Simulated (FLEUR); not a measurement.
Worked example: self-consistent single point of KAu₅ (P6/mmm, 6 atoms in the cell) in FLEUR.

Computed with FLEUR with LDA (Perdew-Zunger), all-electron FLAPW (FLEUR), scalar-relativistic valence.

The change in words: lattice scaled by 0.98. Reference geometry:
```
KAu5
1.0
    5.63881     0.00000     0.00000
   -2.81940     4.88335     0.00000
    0.00000     0.00000     4.44592
K Au
1 5
Direct
  0.00000   0.00000   0.00000
  0.66667   0.33333   0.00000
  0.33333   0.66667   0.00000
  0.50000   0.00000   0.50000
  0.50000   0.50000   0.50000
  0.00000   0.50000   0.50000
```

Reference input (self-consistent single point, DFT, LDA (Perdew-Zunger), all-electron FLAPW (FLEUR), scalar-relativistic valence): Kmax = 4.1 1/bohr; GmaxXC = 12.3 1/bohr; xcFunctional = pz; jspins = 1; l_soc = F; mode = gauss; fermiSmearingEnergy = 0.00367493 Htr; mesh (inpgen div1-3) = 6 6 6; inpgen gamma flag = true; Gmax = 12.3 1/bohr; numbands = 0; maxIterBroyd = 99. This run's input differs from it in these lines:

```diff
@@ -3,5 +3,5 @@
 &input film=f /
-10.6557987448 0.0000000615 0.0000000000
--5.3278994257 9.2281923798 0.0000000000
-0.0000000000 0.0000000000 8.4015749514
+10.4426828614 0.0000000917 0.0000000000
+-5.2213415101 9.0436285958 0.0000000000
+0.0000000000 0.0000000000 8.2335442839
 1.0
@@ -48,5 +48,5 @@
          <bravaisMatrix>
-            <row-1>   10.6557987448000002     0.0000000615000000     0.0000000000000000</row-1>
-            <row-2>   -5.3278994257000001     9.2281923797999994     0.0000000000000000</row-2>
-            <row-3>    0.0000000000000000     0.0000000000000000     8.4015749514000007</row-3>
+            <row-1>   10.4426828613999998     0.0000000917000000     0.0000000000000000</row-1>
+            <row-2>   -5.2213415101000002     9.0436285957999996     0.0000000000000000</row-2>
+            <row-3>    0.0000000000000000     0.0000000000000000     8.2335442839000006</row-3>
          </bravaisMatrix>
```

Log, with long lists cut:

```
 Iteration:     1   Distance:      16.13958985 me/bohr^3
 Iteration:     2   Distance:      14.33655829 me/bohr^3
 Iteration:     3   Distance:       6.14124742 me/bohr^3
 Iteration:     4   Distance:       2.71720915 me/bohr^3
 Iteration:     5   Distance:       1.67308704 me/bohr^3
   [... 8 lines left out ...]
 Iteration:    14   Distance:       0.00016376 me/bohr^3
 Iteration:    15   Distance:       0.00008621 me/bohr^3
 Iteration:    16   Distance:       0.00001744 me/bohr^3
 Iteration:    17   Distance:       0.00000564 me/bohr^3
 Run finished successfully
 Stop message:
   Structural relaxation: Done

[file out, last iteration]
             iter=     18
[...]
          total density-effective poten   -1.6882803758E+05
          total charge density-energy d   -1.8066874279E+03
 Updated energy parameters for spin:           1
[...]
 fermi energy and band-weighting factors:
   [... 6 lines left out ...]

[...]
FERMIE:
          first approx. to ef    (T=0)  :   0.357983 htr   (energy of the highest occ. eigenvalue)
          number of occ. states  (T=0)  :       1315
          first approx. to seigv (T=0)  : -43.577657 htr
          sum of weights of occ. states :  47.060185
          sum of semicore charge        :   0.000000 e
          fermi energy=   0.35809 har   work function=  -9.74407 ev
          number of valence electrons=  94.00000
   [... lines left out ...]
          total moment                 =     0.00000
 Direct bandgap for spin            1 :    3.2299888487294148E-002  Htr
 ---->    free energy=                    -95787.7317256297 htr
   [... lines left out ...]
 TOTAL FORCE FOR ATOM TYPE=  1  X=  0.000   Y=  0.000   Z=  0.000
                       FX_TOT= 0.000000 FY_TOT= 0.000000 FZ_TOT= 0.000000
 TOTAL FORCE FOR ATOM TYPE=  2  X= -5.221   Y=  3.015   Z=  0.000
                       FX_TOT= 0.000000 FY_TOT= 0.000000 FZ_TOT= 0.000000
 TOTAL FORCE FOR ATOM TYPE=  3  X=  5.221   Y=  0.000   Z=  4.117
                       FX_TOT= 0.000000 FY_TOT= 0.000000 FZ_TOT= 0.000000
 Structural relaxation: Done
```

The run converged in 17 iterations. FLEUR gives forces in its relaxation mode, with a further iteration, so its stop message speaks of a relaxation. Against the reference run the total energy goes up by 16.5 meV/atom.

The starting cell comes from a database of computed structures (which also holds hypothetical and non-ambient phases and stackings), without a prior relaxation at this level. Its lattice was rescaled by a random factor within 2.5 % of one. For this run, on top of that: lattice scaled by 0.98. Spin-orbit coupling is off. Values depend on the basis (sphere radii, cutoffs, local orbitals), which need not be converged. The log's line on a gap gives a spacing of levels on this mesh, which the program prints for metals too.

Cost on one core of a shared machine: roughly 4 min.
